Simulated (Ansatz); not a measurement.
**LaC2: response to strain**

Base system: LaC2 (space group I4/mmm, No. 139; relaxed with 0.1 eV smearing).

```
LaC2
1.0
   -1.94587     1.94587     3.26559
    1.94587    -1.94587     3.26559
    1.94587     1.94587    -3.26559
La C
1 2
Direct
  0.00000   0.00000   0.00000
  0.40094   0.40094   0.00000
  0.59906   0.59906   0.00000
```

Cartesian axes are those of the cell as printed.

Strains are applied to the cell and any free atomic positions relax; under biaxial strain the out-of-plane vector relaxes too.

Calculations: Ansatz (a program for electronic structure) PBEsol, no spin-orbit coupling.

Notes on the quantities. energy relative to the base: free energy F; pressure: mean of the normal stresses, compression positive.

```json
[
 {"variant": "base", "energy relative to the base": "0 meV/atom", "volume per atom": "16.49 Å³", "pressure": "0.0 GPa"},
 {"variant": "biaxial strain +2.78 %, plane normal [001], relaxed out of plane", "energy relative to the base": "+17 meV/atom", "volume per atom": "17.35 Å³", "pressure": "-3.6 GPa"},
 {"variant": "isotropic strain +0.63 %", "energy relative to the base": "+1.9 meV/atom", "volume per atom": "16.80 Å³", "pressure": "-1.9 GPa"},
 {"variant": "isotropic strain +3.57 %", "energy relative to the base": "+54 meV/atom", "volume per atom": "18.32 Å³", "pressure": "-8.6 GPa"},
 {"variant": "uniaxial strain ε_zz = +0.40 %", "energy relative to the base": "+0.3 meV/atom", "volume per atom": "16.55 Å³", "pressure": "-0.6 GPa"},
 {"variant": "tensor shear ε_yz = +3.48 %", "energy relative to the base": "+2.8 meV/atom", "volume per atom": "16.47 Å³", "pressure": "0.1 GPa"},
 {"variant": "tensor shear ε_yz = +2.32 %", "energy relative to the base": "+1.2 meV/atom", "volume per atom": "16.48 Å³", "pressure": "0.0 GPa"}
]
```

No phonon test of stability was made. The final runs are not spin-polarised. An odd electron count without spin: LaC2.
